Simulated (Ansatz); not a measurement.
Functionals compared on a constructed model of the (110) surface of bcc V, a pseudomorphic layer of Re in the host's stacking (bottom of the slab: a bare face, its two planes held), in Ansatz (plane waves, PAW). The structure was relaxed with PBE; the other rows are single points on it. Cutoff 420 eV (500 eV for r2SCAN).

Set-up: 7 atoms, 13.4 Å thick at the start; mesh 15x15x1; 0.1 eV smearing; dipole correction on; 2 atoms held, the rest relaxed; start symmetry kept, larger cells not searched; no spin, no spin-orbit, no U. It is one candidate, not shown to be the stable structure of the face. These notes are the PBE run's.

| functional | work function of the top face (eV) | rough cost of the single point |
|---|---|---|
| PBE | 4.77 | – |
| RPBE | 4.63 | about 70 core-seconds (a rough figure) |
| r2SCAN | 4.81 | around 110 core-seconds (rough) |

Ansatz is a quantum-chemistry and plane-wave program.
